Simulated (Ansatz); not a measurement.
A self-consistent single point of a (110) slab of ScAl (cut from a parent of space group no. 221; 8 atoms in the cell) with Ansatz (a first-principles code).

Method: PBEsol, default PAW files made with PBE (plane waves; Ansatz).

```yaml
crystal:
  lattice:
    - [3.38046, 0.00000, 0.00000]
    - [0.00000, 4.78069, 0.00000]
    - [0.00000, 0.00000, 21.17099]
  atoms:
    - { symbol: Sc, position: [0.50000, 0.50000, 0.33064] }
    - { symbol: Al, position: [0.00000, 0.00000, 0.33064] }
    - { symbol: Sc, position: [0.50000, 0.00000, 0.44355] }
    - { symbol: Al, position: [0.00000, 0.50000, 0.44355] }
    - { symbol: Sc, position: [0.50000, 0.50000, 0.55645] }
    - { symbol: Al, position: [0.00000, 0.00000, 0.55645] }
    - { symbol: Sc, position: [0.50000, 0.00000, 0.66936] }
    - { symbol: Al, position: [0.00000, 0.50000, 0.66936] }
```

Reference input (self-consistent single point, DFT, PBEsol, plane waves, default PAW files made with PBE): basis.ecutwfc = 420 eV; kpoints.mp_grid.grid = 9 6 1; hamiltonian.xc = pbesol; hamiltonian.pseudopotentials = {kind: paw} (the program's default PAW files); scf.occupations.method = fermi_dirac; scf.occupations.width = 0.1 eV. This run's input differs from it in these lines:

Ansatz 0.2 input:
```diff
@@ -16,3 +16,3 @@
 basis:
-  ecutwfc: 420.0
+  ecutwfc: 355.0
 kpoints:
```

Output (repeated stretches shortened):

```
SCF iter   1: F=—  HF=-10544.448966 eV  |F-HF|=—  |Δ(HF+E_count)|=         —  Δρ=2.97e-3  dr2=3.86e-2  ethr=1.77e-3  ⟨swp⟩=7.1  Hψ=3308  notcnv=0
all-band conjugate gradients solve this SCF's bands
preconditioner: auto → LDOS
SCF iter   2: F=—  HF=-10544.445661 eV  |F-HF|=—  |Δ(HF+E_count)|=   3.31e-3  Δρ=1.28e-3  dr2=5.48e-3  ethr=6.90e-5  ⟨swp⟩=2.0  Hψ=1523  notcnv=0
   [... lines left out ...]
SCF iter   5: F=—  HF=-10544.445170 eV  |F-HF|=—  |Δ(HF+E_count)|=   5.39e-6  Δρ=6.82e-5  dr2=2.08e-5  ethr=2.08e-7  ⟨swp⟩=2.0  Hψ=1235  notcnv=0
SCF iter   6: F=—  HF=-10544.445456 eV  |F-HF|=—  |Δ(HF+E_count)|=   2.86e-4  Δρ=1.47e-5  dr2=6.89e-7  ethr=3.71e-8  ⟨swp⟩=2.4  Hψ=1195  notcnv=0
SCF iter   7: F=—  HF=-10544.445456 eV  |F-HF|=—  |Δ(HF+E_count)|=   2.71e-7  Δρ=4.68e-6  dr2=1.45e-7  ethr=1.79e-10  ⟨swp⟩=8.8  Hψ=3157  notcnv=0
SCF iter   8: F=-10544.445457 eV  HF=-10544.445457 eV  |F-HF|=2.40e-9  |Δ(HF+E_count)|=   2.98e-8  Δρ=1.04e-6  dr2=3.47e-9  ethr=1.79e-10  ⟨swp⟩=4.1  Hψ=2052  notcnv=0
SCF 1 converged in 8 iterations: F = -10544.445457 eV  dr2 = 3.47e-9
Free energy (F): -10544.445457 eV
Internal energy: -10544.238025 eV  (E = F + TS)
E sigma→0 (E₀):  -10544.341741 eV
Entropy (-TS):   -0.207432 eV (-25.929 meV/atom)
Fermi energy:    2.101094 eV
--- Forces (eV/Å), atoms counted from 1 ---
  atom   1  Sc     0.00000000    -0.00000000    -0.03877346
  atom   2  Al     0.00000000     0.00000000     0.02450961
  atom   3  Sc     0.00000000     0.00000000     0.26051370
  atom   4  Al     0.00000000    -0.00000000    -0.09808035
  atom   5  Sc     0.00000000    -0.00000000    -0.26051370
  atom   6  Al     0.00000000     0.00000000     0.09808035
  atom   7  Sc     0.00000000     0.00000000     0.03877346
  atom   8  Al     0.00000000    -0.00000000    -0.02450961
--- Stress (GPa, compression-positive) ---
       -1.372217       0.000000      -0.000000
        0.000000      -2.165330      -0.000000
       -0.000000      -0.000000      -0.135494
  P = ⅓ Tr σ = -1.2243 GPa (-12.243 kbar)
  The stress holds the Pulay correction. Without it, at fixed plane waves, as pw.x and ABINIT print it: P = -1.3340 GPa
```

The run converged in 8 iterations. Against the reference run the free energy rises by 3.1 meV/atom and the largest force hardly changes (0.260 to 0.261 eV/Å).

The starting cell comes from a database of computed structures (which also holds hypothetical and non-ambient phases and stackings), without a prior relaxation at this level. The slab is cut from that crystal, and its faces are unrelaxed. Its lattice was rescaled by up to half a per cent. The cutoff lies below the one recommended for these files.
